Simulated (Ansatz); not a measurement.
We consider PbSi (model structure, started from the SiC type, F-43m, No. 216, 2 atoms in the cell), described by PBEsol+SOC (Ansatz, an electronic-structure program, plane waves, PAW).

The input as run:

Ansatz 0.2 input:
```yaml
crystal:
  lattice:
    - [0.0, 3.0928829811, 3.0928829811]
    - [3.0928829811, 0.0, 3.0928829811]
    - [3.0928829811, 3.0928829811, 0.0]
  atoms:
    - { symbol: Pb, position: [0.75, 0.75, 0.75] }
    - { symbol: Si, position: [0.0, 0.0, 0.0] }
basis:
  ecutwfc: 520
  ecutrho_ratio: 4
  xc_grid: 2
kpoints:
  mp_grid: { grid: [16, 16, 16] }
hamiltonian:
  xc: pbesol
  dispersion: none
  pseudopotentials: { kind: paw }
scf:
  occupations: { method: fermi_dirac, width: 0.05 }
  convergence: { dr2_threshold: 0.0000000002 }
output:
  forces: true
  stress: true
  eigenvalues: true
magnetization:
  noncollinear: true
  spin_orbit: true
```

Excerpt of the program's output:

```
Crystal: 2 atoms, lattice volume = 59.173 Å³
Basis set: ecut = 520 eV, 1639 PW (Γ), exchange–correlation on 72×72×72 points (8 copies of the dense FFT grid, shifted against one another)
Bands: 26, of which v1, the nominal top of the filled ones, is band 18 counted from 1 (17 counted from 0)
Symmetry: 24 space group operations + 24 with time reversal
k-points: 145 of 4096 (time reversal used)
Initial density: superposition of atomic densities (chi_scale 0.1, normalization cell, long waves kept (reshape's long-wave potential 0.00 eV rms))
Functional: x = pbesol(κ = 0.804, μ = 0.12345679012345678), c = pbesol(β = 0.046)
spin=Noncollinear: Kerker preconditioning applied to the charge; magnetization (m_x, m_y, m_z) channels mix plain (no charge-response kernel on spin).
SCF 1 converged in 10 iterations: F = -12413.303470 eV  dr2 = 2.36e-11
SCF converged after 10 iterations
Free energy (F): -12413.303470 eV
Internal energy: -12413.302160 eV  (E = F + TS)
E sigma→0 (E₀):  -12413.302815 eV
Fermi energy:    7.112628 eV
--- Forces (eV/Å), atoms counted from 1 ---
  atom   1  Pb     0.00000000     0.00000000    -0.00000000
  atom   2  Si    -0.00000000    -0.00000000    -0.00000000
--- Stress (GPa, compression-positive) ---
       -0.367827       0.000000       0.000000
       -0.000000      -0.367827       0.000000
       -0.000000       0.000000      -0.367827
  P = ⅓ Tr σ = -0.3678 GPa (-3.678 kbar)
```

The PAW data were made under PBE.

Note: the relaxation could raise the start's symmetry but not lower it, so the cell can be a saddle point. Note: cell and atoms aren't relaxed at this level (pressure -0.4 GPa).

A model structure was made by putting elements into a prototype or built by hand; it is no filed structure, need not be a known phase, and can be a saddle point held by its symmetry.
